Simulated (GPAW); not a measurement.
A self-consistent single point of YbP₂Ru₂ (I4/mmm, 5 atoms in the cell) with GPAW.

Method of the run: LDA (Perdew-Wang 92), GPAW PAW datasets LDA (gpaw-data 1.0.1) (plane waves; GPAW).

The change in words: lattice scaled by 0.98. Reference geometry:
```
Yb(PRu)2
1.0
   -2.03422     2.03422     4.80540
    2.03422    -2.03422     4.80540
    2.03422     2.03422    -4.80540
Yb P Ru
1 2 2
Cartesian
  0.00000   0.00000   0.00000
  0.00000   0.00000   3.55503
  0.00000   0.00000   6.05577
  2.03422   0.00000   2.40270
  0.00000   2.03422   2.40270
```

Reference input (self-consistent single point, DFT LDA (Perdew-Wang 92), plane waves, GPAW PAW datasets LDA (gpaw-data 1.0.1)): mode = pw; ecut = 800 eV; xc = LDA; kpts = 7 7 7; mesh shift (steps) = 0 0 0; occupations.name = fermi-dirac; occupations.width = 0.1 eV; nbands = -13; symmetry.symmorphic = false; symmetry.tolerance = 0.0005; maxiter = 100. This run's input differs from it in these lines:

```diff
@@ -5,10 +5,10 @@
 atoms = Atoms(['Yb', 'P', 'P', 'Ru', 'Ru'],
-              cell=[[-2.034220, 2.034220, 4.805400],
-                    [2.034220, -2.034220, 4.805400],
-                    [2.034220, 2.034220, -4.805400]],
+              cell=[[-1.993536, 1.993536, 4.709292],
+                    [1.993536, -1.993536, 4.709292],
+                    [1.993536, 1.993536, -4.709292]],
               positions=[[0.000000, 0.000000, 0.000000],
-                         [-0.000000, 0.000000, 3.555035],
-                         [0.000000, -0.000000, 6.055765],
-                         [2.034220, 0.000000, 2.402700],
-                         [-0.000000, 2.034220, 2.402700]],
+                         [0.000000, -0.000000, 3.483934],
+                         [0.000000, -0.000000, 5.934650],
+                         [1.993536, 0.000000, 2.354646],
+                         [-0.000000, 1.993536, 2.354646]],
               pbc=True)
```

Log, with long lists cut:

```
     iter     time        total  log10-change:
                         energy   eigst   dens
iter:   1 --:--:--   -53.316885
iter:   2 --:--:--   -47.594049   -0.22  -1.05
iter:   3 --:--:--   -45.290212   -2.00  -1.36
iter:   4 --:--:--   -41.703112   -1.17  -1.41
iter:   5 --:--:--   -41.567479   -1.38  -1.52
   [... 3 lines left out ...]
iter:   9 --:--:--   -40.961060   -2.09  -2.16
iter:  10 --:--:--   -40.931878   -3.71  -2.17
iter:  11 --:--:--   -40.896130   -2.72  -2.30
iter:  12 --:--:--   -40.892321   -4.46  -2.79
iter:  13 --:--:--   -40.894386c  -4.32  -2.87
iter:  14 --:--:--   -40.887959c  -4.31  -3.03
iter:  15 --:--:--   -40.888946c  -5.11  -3.19
iter:  16 --:--:--   -40.889074c  -6.40  -3.43
iter:  17 --:--:--   -40.889677c  -5.25  -3.46
iter:  18 --:--:--   -40.889564c  -6.66  -3.72
iter:  19 --:--:--   -40.889405c  -6.10  -3.98
iter:  20 --:--:--   -40.889475c  -7.03  -4.22c
iter:  21 --:--:--   -40.889415c  -7.64c -4.28c
Converged after 21 iterations.

Dipole moment: (0.000000, -0.000000, -0.000000) |e|*Ang

Energy contributions relative to reference atoms: (reference = -647142.471724)

Kinetic:        -23.339268
Potential:      +21.035732
External:        +0.000000
XC:             -38.321059
Entropy (-ST):   -0.115607
Local:           -0.207016
SIC:             +0.000000
--------------------------
Free energy:    -40.947219
Extrapolated:   -40.889415

Showing only first 2 kpts
 Kpt  Band  Eigenvalues  Occupancy
  0    31     11.45576    1.98082
  0    32     11.57869    1.93591
  0    33     12.03788    0.46871
  0    34     12.95280    0.00007

  1    31     11.44793    1.98225
  1    32     11.50823    1.96780
  1    33     11.79005    1.56976
  1    34     13.05166    0.00002

Fermi level: 11.91949

No gap
   [... lines left out ...]
Energy (eV): -40.889415

Forces in eV/Ang:
  0 Yb    0.00000    0.00000    0.00000
  1 P     0.00000   -0.00000    0.82977
  2 P     0.00000   -0.00000   -0.82977
  3 Ru   -0.00000    0.00000    0.00000
  4 Ru   -0.00000    0.00000    0.00000

Stress tensor:
    -0.010617    -0.000000     0.000000
    -0.000000    -0.010617    -0.000000
     0.000000    -0.000000    -0.017636
Stress (GPa, Voigt): [-1.701  -1.701  -2.8256 -0.      0.     -0.    ]
```

The run converged in 21 iterations. GPAW prints stress with tension positive. Against the reference run the free energy goes down by 21.2 meV/atom, the pressure goes from -8.80 to 2.08 GPa and the largest force goes from 0.028 to 0.830 eV/Å.

The starting cell comes from a database of computed structures (which also holds hypothetical and non-ambient phases and stackings), without a prior relaxation at this level. For this run, on top of that: lattice scaled by 0.98. Spin polarisation is off, so a magnetic state, if there is one, cannot be reached. The f electrons are in the valence without U or exact exchange, which can misplace them near the Fermi level. Spin-orbit terms, which matter for f shells, are left out.

Cost on one core of a shared machine: roughly 3 min.
